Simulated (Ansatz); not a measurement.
GaMo4S8, pressure series

Consider GaMo₄S₈ (space group F-43m, No. 216).

GaMo4S8 has the cubic space group F-43m (No. 216), Pearson symbol cF52. Lattice parameters: a = b = c = 9.665 Å, α = β = γ = 90.00°. Ga on 4b is surrounded by 4 S at 2.282 Å (tetrahedral). Mo on 16e is surrounded by 3 S at 2.336 Å and 3 S at 2.564 Å. S1 on 16e sees 1 Ga at 2.282 Å and 3 Mo at 2.564 Å (tetrahedral). S2 on 16e sees 3 Mo at 2.336 Å (trigonal pyramidal). (Neighbours: up to the widest gap in distance over summed covalent radii, below 1.35, at either atom; cation-cation and far metal-metal contacts left out.)
(The calculation used a cell of 13 atoms; values per cell refer to that cell.)

Cell and atoms are relaxed at each pressure.

All numbers come from PBEsol in Ansatz (plane waves to 420 eV, PAW, no SOC).

```
pressure (GPa)  volume per atom (Å³/atom)
--------------  -------------------------
-2                                 17.720
0                                  17.363
0.3                                17.315
0.7                                17.250
1.5                                17.123
3                                  16.899
5                                       ?
7.5                                16.320
10                                 16.042
```

**Question.** Fit the third-order Birch–Murnaghan form P(V) = (3B₀/2)[(V₀/V)^(7/3) − (V₀/V)^(5/3)]·[1 + (3/4)(B₀′ − 4)((V₀/V)^(2/3) − 1)] (squares taken in P) to the rows shown and predict the withheld row.

**Answer.** Least squares on the printed values gives V₀ = 17.364 Å³/atom, B₀ = 104 GPa, B₀′ = 5.0; this predicts 16.628 Å³/atom, and the run gives 16.627 Å³/atom, in agreement.

Load acts through the strain it causes; cell and atoms are relaxed under it. Whether these cells are dynamically stable was not tested. Competing high-pressure phases were not computed. All final runs are without spin polarisation. An odd electron count without spin: GaMo4S8.

Ansatz is a program for electronic structure.
